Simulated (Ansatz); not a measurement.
For NbIr$_{3}$ (Pm-3m), Ansatz (a first-principles code) with PBEsol, DFPT electron-phonon coupling, linearised Boltzmann equation gives a transport coupling λ_tr = 0.212 and a Drude plasma energy ħω_p = 5.58 eV.

Q: Estimate the resistivity at 300 K from the high-temperature formula ρ = 2π λ_tr k_B T / (ħ ε₀ ω_p²), and say how the full Boltzmann solution compares.

A: The scattering rate is 1/τ = 2π λ_tr k_B T/ħ = 5.23e13 s⁻¹ and ω_p = 8.48e15 s⁻¹, so ρ ≈ 8.22 μΩ·cm. The Boltzmann solution gives 7.74 μΩ·cm, 0.94 times the estimate.

A metal at this level (no band gap). Only scattering by harmonic phonons is included (no impurities, grain boundaries, electron-electron scattering or thermal expansion). Spin-orbit coupling is left out, which matters with elements this heavy. Halving the electron mesh (24x24x24) moves the resistivity by up to 10 % at 300 K, the coupling by up to 5 %. Smearing 0.20 eV; phonons on a 4x4x4 q mesh, which this run doesn't test.

Formula and space group known from diffraction (Crystallography Open Database), not checked to be the room-temperature form: NbIr3 (Pm-3m).
